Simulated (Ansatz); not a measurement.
Subject: the formation energy of O_i in Ir (fcc, Fm-3m). Reaction: 64 Ir (fcc) + 1/2 O2 (gas) → cell A.

Cell A: a supercell of 64 sites of Ir (fcc, Fm-3m) with O off the lattice sites (6 Ir at 2.11 Å); spin state with PBE: run without spin, k-point mesh 4×4×4.
```xyz
65
Lattice="10.9500 0.0000 0.0000 5.4750 9.4830 0.0000 5.4750 3.1610 8.9407" Properties=species:S:1:pos:R:3 pbc="T T T"
Ir     0.0000     0.0080     0.0057
Ir     1.3618     0.7942     2.2295
Ir     2.7235     1.5989     4.4662
Ir     4.0973     2.3921     6.7096
Ir     1.3618     2.3668     0.0057
Ir     2.7402     3.1626     2.2363
Ir    15.0576     3.9520     4.4693
Ir     5.4750     4.7415     6.7022
Ir     2.7235     4.7438     0.0187
Ir    15.0576     5.5310     2.2362
Ir     5.4750     6.3206     4.4693
Ir     6.8209     7.1094     6.7096
Ir     4.0973     7.1232     0.0187
Ir     5.4750     7.8994     2.2363
Ir    17.7709     8.6957     4.4662
Ir    19.1611     9.4839     6.7061
Ir     2.7402    -0.0016    -0.0011
Ir     4.1013     0.8035     2.2164
Ir    10.9500    11.0652     4.4698
Ir     6.8527     2.3921     6.7096
Ir     4.1013     2.3575     0.0187
Ir     5.4750     3.1625     2.2362
Ir     6.8425     3.9520     4.4693
Ir     8.1986     4.7231     6.7096
Ir     5.4750     4.7415     0.0018
Ir     6.8425     5.5310     2.2362
Ir     8.2111     6.3212     4.4698
Ir     9.4556     7.0397     6.8081
Ir     6.8527     7.1232     0.0187
Ir     8.1986     7.9002     2.2164
Ir     9.4556     8.7653     4.3677
Ir    10.9500     9.6281     6.8081
Ir     5.4750    -0.0015    -0.0010
Ir    12.3238    10.2865     2.2164
Ir     8.2265     1.5989     4.4662
Ir     9.5826     2.3700     6.7065
Ir     6.8488     2.3575     0.0187
Ir     8.2098     3.1626     2.2363
Ir     9.5723     3.9300     4.4662
Ir    10.9500     4.7398     6.7061
Ir     8.2265     4.7438     0.0187
Ir     9.5723     5.5208     2.2164
Ir    10.9500     6.1769     4.3677
Ir    12.4445     7.0397     6.8081
Ir     9.5826     7.1130    -0.0010
Ir    10.9500     7.9025     2.2334
Ir    12.4445     8.7653     4.3677
Ir    13.6890     9.4839     6.7061
Ir     8.2098    -0.0016    -0.0011
Ir     9.5882     0.7942     2.2295
Ir    16.4251    11.0635     4.4736
Ir    17.7926    11.8531     6.7065
Ir     9.5882     2.3668     0.0057
Ir    10.9500     3.1530     2.2295
Ir    12.3278     3.9300     4.4662
Ir    13.7015     4.7231     6.7096
Ir    10.9500     4.7446    -0.0011
Ir    12.3278     5.5208     2.2164
Ir    13.6890     6.3212     4.4698
Ir    15.0792     7.1094     6.7096
Ir    12.3175     7.1130    -0.0010
Ir    13.7015     7.9002     2.2164
Ir    15.0792     8.6957     4.4662
Ir    16.4251     9.4845     6.7065
O     10.9500     7.9025     5.5879
```

Reference: Ir (fcc, Fm-3m), 64 atoms in the cell, the relaxed perfect crystal repeated, atoms not moved again; spin state with PBE: run without spin, k-point mesh 4×4×4 on the run's own vectors.

Reference: an isolated O2 molecule (triplet) in a box of 11 × 11 × 13 Å.

All numbers come from Ansatz (an electronic-structure program), plane waves with PAW, its PAW set soft_1, cutoff 420 eV. The structures are at rest with PBE, within the held lattices. Neutral cells; Fermi-Dirac smearing of at most 0.10 eV in the solids, energies taken to zero width. Larger cells are relaxed from a start prepared with the learned potential CHGNet, on a coarser mesh till forces fall under 0.03 eV/Å, which some starts already meet. A dispersion term (D3(BJ), or D4 for r2SCAN) was computed beside these levels and is taken off wherever the name lacks it. Space groups of crystals are read within 0.01 Å. No zero-point or thermal terms. Cells are local rest points, mostly with their start's symmetry. The runs are scalar-relativistic, without spin-orbit coupling. The d electrons get no Hubbard U. No correction for cell size. Mesh and cell size may move defect energies by 0.1 eV or more. Cell A has symmetry Fm-3m within 0.02 Å and got no random move, so less symmetric positions, which may lie lower, weren't tried.

Task: What is the computed value (PBE)?

Result: 4.68 eV, for 64 Ir (fcc) + 1/2 O2 (gas) → cell A.
